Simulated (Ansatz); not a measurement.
Start from CdS in the zinc blende structure (space group F-43m, No. 216; a = 5.8777 Å). Axes: x, y, z lie along the cube axes.

Computed with Ansatz (an electronic-structure program) r2SCAN, no spin-orbit coupling.

A first run, uniaxial strain ε_yy = +0.73 %, gives secant values C11 ≈ 72 GPa and C12 ≈ 53 GPa from its stress. A second run applies biaxial strain −0.83 %, plane normal [001], relaxed out of plane.

Q: What does linear elasticity predict for −ε⊥/ε∥ in the second run, and what does the run give?

A: Linear elasticity: 2 C12/C11 = 1.47. The run gives 1.47; any difference comes from nonlinear terms at these strains and numerical noise.

No phonon test of stability was made.
